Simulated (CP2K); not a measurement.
# CP2K run on a sheet of MgI2 (3 atoms in the cell): self-consistent single point

Method: CP2K with PBE, GPW, DZVP-MOLOPT-SR-GTH basis, GTH-PBE potentials (GTH_POTENTIALS).

Input as run:

```
&GLOBAL
  PROJECT bulk
  RUN_TYPE ENERGY_FORCE
  PRINT_LEVEL LOW
&END GLOBAL
&FORCE_EVAL
  METHOD Quickstep
  STRESS_TENSOR ANALYTICAL
  &DFT
    BASIS_SET_FILE_NAME BASIS_MOLOPT
    POTENTIAL_FILE_NAME GTH_POTENTIALS
    &QS
      METHOD GPW
      EPS_DEFAULT 1E-10
    &END QS
    &MGRID
      CUTOFF 1000
      REL_CUTOFF 50
      NGRIDS 5
    &END MGRID
    &SCF
      SCF_GUESS ATOMIC
      EPS_SCF 1E-7
      MAX_SCF 100
      ADDED_MOS 5
      &DIAGONALIZATION
        ALGORITHM STANDARD
      &END DIAGONALIZATION
      &MIXING
        METHOD BROYDEN_MIXING
        ALPHA 0.3
        NBUFFER 12
        BETA 1
      &END MIXING
      &SMEAR ON
        METHOD GAUSSIAN
        SIGMA [eV] 0.136
      &END SMEAR
    &END SCF
    &KPOINTS
      SCHEME MONKHORST-PACK 9 9 1
    &END KPOINTS
    &XC
      &XC_FUNCTIONAL PBE
      &END XC_FUNCTIONAL
    &END XC
    &PRINT
      &MO
        EIGENVALUES T
        OCCUPATION_NUMBERS T
        NDIGITS 8
        FILENAME mo
        &EACH
          QS_SCF 0
        &END EACH
        ADD_LAST NUMERIC
      &END MO
      &MULLIKEN OFF
      &END MULLIKEN
    &END PRINT
  &END DFT
  &SUBSYS
    &CELL
      A 4.20082100 0.00000000 0.00000000
      B -2.10041100 3.63801800 0.00000000
      C 0.00000000 0.00000000 17.33511600
      PERIODIC XYZ
    &END CELL
    &COORD
      SCALED
      Mg       0.00000000     0.00000000     0.50000000
      I        0.33333300     0.66666700     0.59619500
      I        0.66666700     0.33333300     0.40380500
    &END COORD
    &KIND Mg
      BASIS_SET DZVP-MOLOPT-SR-GTH-q10
      POTENTIAL GTH-PBE-q10
    &END KIND
    &KIND I
      BASIS_SET DZVP-MOLOPT-SR-GTH-q7
      POTENTIAL GTH-PBE-q7
    &END KIND
  &END SUBSYS
  &PRINT
    &FORCES ON
    &END FORCES
    &STRESS_TENSOR ON
    &END STRESS_TENSOR
  &END PRINT
&END FORCE_EVAL
```

Log, with long lists cut:

```
 GLOBAL| Method name                                                        CP2K
 GLOBAL| Project name                                                       bulk
 GLOBAL| Run type                                                   ENERGY_FORCE

 TOTAL NUMBERS AND MAXIMUM NUMBERS

  Total number of            - Atomic kinds:                                   2
                             - Atoms:                                          3
                             - Shell sets:                                     3
                             - Shells:                                        15
                             - Primitive Cartesian functions:                 17
                             - Cartesian basis functions:                     37
                             - Spherical basis functions:                     35

  Maximum angular momentum of- Orbital basis functions:                        2
                             - Local part of the GTH pseudopotential:          2
                             - Non-local part of the GTH pseudopotential:      4

 SCF PARAMETERS         Density guess:                                    ATOMIC
                        max_scf:                                             100
                        max_diis:                                              4
                        eps_scf:                                        1.00E-07
                        eps_diis:                                       1.00E-01
                        eps_eigval:                                     1.00E-05
                        level_shift [a.u.]:                             0.000000
                        added MOs                                         5    0
                        Mixing method:                            BROYDEN_MIXING
                                                charge density mixing in g-space
                        Smear method:                                   GAUSSIAN
                        Smearing width (sigma) [a.u.]:                  5.00E-03
                        Accuracy threshold:                             1.00E-10
                        No outer SCF

 Extrapolation method: initial_guess

 Number of electrons:                                                         24
 Number of occupied orbitals:                                                 12
 Number of molecular orbitals:                                                17

 Number of orbital functions:                                                 35
 Number of independent orbital functions:                                     35

 SCF WAVEFUNCTION OPTIMIZATION

  Step     Update method      Time    Convergence         Total energy    Change
     1 NoMix/Diag. 0.30E+00      -     1.77981561       -86.4447043671 -8.64E+01
     2 Broy./Diag. 0.30E+00      -     0.02158421       -86.2186915428  2.26E-01
     3 Broy./Diag. 0.30E+00      -     0.07692368       -86.3166603398 -9.80E-02
     4 Broy./Diag. 0.30E+00      -     0.00654024       -86.3979841396 -8.13E-02
     5 Broy./Diag. 0.30E+00      -     0.00862760       -86.3979484781  3.57E-05
     6 Broy./Diag. 0.30E+00      -     0.00281044       -86.3625593657  3.54E-02
     7 Broy./Diag. 0.30E+00      -     0.00326213       -86.3289124064  3.36E-02
   [... 13 lines left out ...]
    21 Broy./Diag. 0.30E+00      -     0.00000246       -86.3286760361 -3.84E-06
    22 Broy./Diag. 0.30E+00      -     0.00000030       -86.3286735016  2.53E-06
    23 Broy./Diag. 0.30E+00      -     0.00000018       -86.3286726794  8.22E-07
    24 Broy./Diag. 0.30E+00      -     0.00000019       -86.3286723938  2.86E-07
    25 Broy./Diag. 0.30E+00      -     0.00000003       -86.3286724344 -4.06E-08

  *** SCF run converged in    25 steps ***

  Electronic density on regular grids:        -23.9999999819        0.0000000181
  Core density on regular grids:               23.9999999969       -0.0000000031
  Total charge density on r-space grids:        0.0000000150
  Total charge density g-space grids:           0.0000000150

  Overlap energy of the core charge distribution:               0.00000000000000
  Self energy of the core charge distribution:               -195.71329376830329
  Core Hamiltonian energy:                                     53.12702223539375
  Hartree energy:                                              69.42094082594591
  Exchange-correlation energy:                                -13.16334172747626
  Smearing free energy correction:                             -0.00000000000000
  Fermi energy:                                                -0.02952176292056

  Total energy:                                               -86.32867243443989
  Total energy (extrapolated to sigma->0):                    -86.32867243443989

 ENERGY| Total FORCE_EVAL ( QS ) energy [hartree]            -86.328672642404484

 FORCES| Atomic forces [hartree/bohr]
 FORCES|   Atom     x               y               z               |f|
 FORCES|      1 -1.10791611E-11 -1.18566440E-10 -1.31086724E-09   1.31626505E-09
 FORCES|      2 -3.21627984E-06  1.93337714E-06  3.92532867E-03   3.92533046E-03
 FORCES|      3  3.21628051E-06 -1.93323138E-06 -3.92532735E-03   3.92532915E-03
 FORCES| Sum    -1.04173103E-11  2.71913002E-11  8.14501851E-12
 FORCES| Total atomic force                                       3.02362116E-11

 STRESS| Analytical stress tensor [bar]
 STRESS|                        x                   y                   z
 STRESS|      x        4.40676693410E+03  -1.20425946070E+02  -3.46153108765E+00
 STRESS|      y       -1.20425946070E+02   4.26779885374E+03   2.07748308903E+00
 STRESS|      z       -3.46153108765E+00   2.07748308903E+00   4.41157823414E+03
 STRESS| 1/3 Trace                                             4.36204800732E+03
```

The run converged in 25 iterations.

The starting cell was generated: these elements placed on a structure prototype, without a prior relaxation; it need not be a known phase or ordering of this composition. Its lattice was rescaled in the plane by a random factor within 2.5 % of one. Values carry the incompleteness of an atom-centred basis.

Cost on one core of a shared machine: roughly 2 min.
